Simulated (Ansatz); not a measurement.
Data:

```xyz
2
Lattice="0.0000 2.3505 2.3505 2.3505 0.0000 2.3505 2.3505 2.3505 0.0000" Properties=species:S:1:pos:R:3 pbc="T T T"
Na     0.0000     0.0000     0.0000
F      2.3505     2.3505     2.3505
```

These are PBE, rigid bands (plane waves, PAW, scalar-relativistic; Ansatz, an electronic-structure program) values and carry that method's errors. Condition of this run: functional PBE, cell relaxed with it. Geometry: cell and atoms relaxed with PBE.

Q: Predict the electron conductivity mass (n e² τ/σ) at 300 K, by direction if it differs.

A: 0.57 mₑ.

Q: What conductivity effective mass do dilute holes have at 300 K?

A: 7.2 mₑ.

Q: And the band gap?

A: 6.09 eV at this level; semilocal functionals usually fall short of the measured gap.

Rigid bands, one relaxation time for all states, no polarons. Spin-orbit coupling is left out.
